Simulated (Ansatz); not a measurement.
CsCl-type FeAl

Method: PBEsol in Ansatz (plane waves, PAW).

Settings: plane-wave cutoff 520 eV, 22×22×22 k mesh, Fermi–Dirac smearing 0.034 eV (set by the program), no spin polarisation, scalar-relativistic PAW data made under PBE.

Cell (relaxed at this level):

```
AlFe
1.0
    2.84031     0.00000     0.00000
    0.00000     2.84031     0.00000
    0.00000     0.00000     2.84031
Al Fe
1 1
Cartesian
  1.42015   1.42015   1.42015
  0.00000   0.00000   0.00000
```

```json
{
 "elastic constant C11": "288 GPa",
 "elastic constant C12": "147 GPa",
 "elastic constant C44": "158 GPa",
 "Voigt–Reuss–Hill bulk modulus": "194 GPa",
 "Voigt–Reuss–Hill shear modulus (Hill average)": "114 GPa",
 "young_modulus": "287 GPa",
 "poisson_ratio": "0.253"
}
```

Elastic constants are with the ions relaxed.

The computed numbers hold no vibrational or temperature effects.

Cost on a shared machine: around 5 core-minutes (rough).

Ansatz is a first-principles code.
